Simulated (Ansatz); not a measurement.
## Point-defect migration in rock-salt LiF

Some mobile defects of rock-salt LiF. Method: PBE, PAW (plane waves to 420 eV; Ansatz, a program for electronic structure).

Barriers are those of the lowest checked hop between equivalent sites, from the lowest site run (climbing-image NEB, static, fixed cells, no finite-size terms; on the finer meshes named, energies are single points at the band's geometries). One hop need not carry long-range diffusion, and untried routes could be lower. Saddle orders were checked for a part of the study's bands only and are not shown. Vacancies start on their lattice site; split forms were not set up. Charge states are imposed.

| Defect | Route | Hop (Å) | Direction in the unit cell | Neighbours at the saddle | Cell |
|---|---|---|---|---|---|
| interstitial Li, charge +1 | Li moves farthest | 1.33 | (-0.19, -0.19, -0.19) | 3 F at 1.75, F at 2.15 Å | 64 sites, 2×2×2 shifted |
| F vacancy, charge +1 | a nearby F jumps into the vacancy | 2.72 | (0.00, 0.47, 0.47) | 2 Li at 1.73 Å | 64 sites, 2×2×2 shifted |
| Li vacancy, charge -1 | a nearby Li jumps into the vacancy | 2.70 | (0.00, -0.47, -0.47) | 2 F at 1.74, 2 F at 2.05 Å | 64 sites, 2×2×2 shifted |
| interstitial F, charge -1 | F moves farthest | 1.63 | (0.17, -0.17, 0.32) | F at 2.16; 2 Li at 1.72, Li at 1.94, Li at 1.95 Å | 64 sites, 2×2×2 shifted |
| interstitial H, charge -1 | H moves farthest | 2.03 | (-0.50, 0.00, 0.00) | 2 F at 2.08; 2 Li at 1.65, 2 Li at 2.19 Å | 64 sites, 2×2×2 shifted |

Question: Order these hops by barrier, lowest first, with values.

Answer: interstitial Li, charge +1: 0.24 eV; interstitial H, charge -1: 0.27 eV; interstitial F, charge -1: 0.34 eV; Li vacancy, charge -1: 0.59 eV; F vacancy, charge +1: 0.72 eV. Gaps under about 0.1 eV are within the calculation's error.
